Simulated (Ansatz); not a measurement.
For LuRh₃B (Pm-3m), PBEsol, DFPT electron-phonon coupling, linearised Boltzmann equation in Ansatz (a program for electronic structure) gives a transport coupling λ_tr = 0.279 and a Drude plasma energy ħω_p = 3.78 eV.

Problem. Estimate the resistivity at 300 K from the high-temperature formula ρ = 2π λ_tr k_B T / (ħ ε₀ ω_p²), and say how the full Boltzmann solution compares.

Solution. The scattering rate is 1/τ = 2π λ_tr k_B T/ħ = 6.89e13 s⁻¹ and ω_p = 5.74e15 s⁻¹, so ρ ≈ 23.6 μΩ·cm. The Boltzmann solution gives 21.9 μΩ·cm, 0.93 times the estimate.

A metal at this level (no band gap). Only scattering by harmonic phonons is included (no impurities, grain boundaries, electron-electron scattering or thermal expansion). Spin-orbit coupling is left out, which matters with elements this heavy. The run warned that the eigensolver left some states short of its tolerance. Halving the electron mesh (20x20x20) moves the resistivity by up to 1 % at 300 K, the coupling by up to 2 %. Smearing 0.20 eV; phonons on a 4x4x4 q mesh, which this run doesn't test.

Formula and space group known from diffraction (Crystallography Open Database), not checked to be the room-temperature form: LuRh3B (Pm-3m).
